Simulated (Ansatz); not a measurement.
Amorphous Si₂₄O₄₈Al, 73 atoms at 2.18 g/cm³, one PBE-relaxed geometry, zone centre. Methods: PBE, scalar-relativistic without spin-orbit coupling (Ansatz, a first-principles code); r2SCAN, scalar-relativistic without spin-orbit coupling (Ansatz); HSE06, scalar-relativistic without spin-orbit coupling (Ansatz). Plane waves to 420 eV (r2SCAN 500 eV); exact exchange is cut at the cell's faces. The usual formal charges leave 3 electrons over, so the level spacing at the Fermi energy parts defect or band states and needn't be the band gap. In the spin-polarised cell the level spacing at the Fermi energy can part levels of unlike spin. At PBE the levels at both edges of the gap are localised (band-tail or defect states), and the nearest spread-out levels lie 5.2 eV apart at the zone centre.

The cell was made by melting and quenching with the CHGNet potential and then relaxed with DFT. O atoms were pushed apart under 1.9 Å during the dynamics, to hinder bonds among them. The hot cell started wider than the set density and was brought back towards it in steps. It is the lowest in DFT energy of 2 quenches. It is a model cell: composition and starting density were chosen by hand, and all elements were melted together. No dispersion term was used. Its density started from a set value of 2.23 and ended at 2.18 g/cm³. Cooling (nominally 400 K/ps over its main leg) ran many orders faster than in experiment, which tends to leave more defects and strain. Values belong to this one cell and scatter from quench to quench. Volume and shape were free in the relaxation. Stress components on the final sampling reach 0.7 GPa. Cycles of charging lowered its energy after that relaxation.

The relaxation ran on the zone centre alone. At PBE the level spacing at the Fermi energy is 1.30 eV on a 2×2×2 Γ-centred mesh, and the spacing at the zone centre alone 1.37 eV.

Task: What zone-centre spacing does r2SCAN give, roughly?

Result: 1.96 eV (+0.59 eV against PBE).

Task: What zone-centre spacing does HSE06 give, roughly?

Result: 2.55 eV (+1.18 eV against PBE).

The highest filled and the lowest empty state spread over these numbers of atoms (participation numbers): PBE: 3.1 and 3.2; r2SCAN: 2.9 and 3.6; HSE06: 2.8 and 3.3.
